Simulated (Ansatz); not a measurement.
Take GaSb in the zinc blende structure (space group F-43m, No. 216; a = 6.214 Å) as the base.

Computed with Kohn–Sham DFT with the PBE functional, run in Ansatz (an electronic-structure program) with PAW and 420 eV plane waves, scalar-relativistic without spin-orbit coupling.

Base values:

```
Quantity              Result
-------------------  -------
Lattice parameter a  6.214 Å
Band gap                zero
```

Perturbation: hydrostatic tension (pressure −1 GPa).

**Question.** How does this affect the lattice parameter a?

**Answer.** The lattice parameter a rises by 0.050 Å, from 6.214 Å to 6.264 Å.

**Question.** Estimate the effect on the band gap.

**Answer.** The band gap is still zero.

Spin-orbit coupling, missing from the scalar runs, can matter with Sb. Load acts through the strain it causes; cell and atoms are relaxed under it. Stability against distortions was not tested. All final runs are without spin polarisation. A zero or small gap of GaSb can be the functional's error rather than a property of the material.
